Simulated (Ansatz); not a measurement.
The parent structure is ZnCu2SnSe4 (space group I-4, No. 82; a = 5.6582 Å, c = 11.3179 Å).

Calculations: Ansatz (an electronic-structure program), PBEsol, PAW, cutoff 420 eV, without spin-orbit coupling.

Base values:

```
Quantity            Value
---------------  --------
Volume per atom  22.65 Å³
c/a ratio           2.000
```

Perturbation: every Sn is replaced by Pb, then cell and atoms are relaxed.

Tabulated Pauling electronegativity and covalent radius: Sn 1.96, 1.39 Å; Pb 2.33, 1.46 Å.

Problem. Predict the new volume per atom.

Solution. The volume per atom rises by 0.74 Å³ (22.65 Å³ → 23.39 Å³).

Problem. How does this affect the c/a ratio?

Solution. The c/a ratio increases by 0.008 (2.000 → 2.008).

Whether these cells are dynamically stable was not tested. As relaxed here, ZnCu2PbSe4 is a hypothetical phase, not in the database extracts checked. All final runs are without spin polarisation.
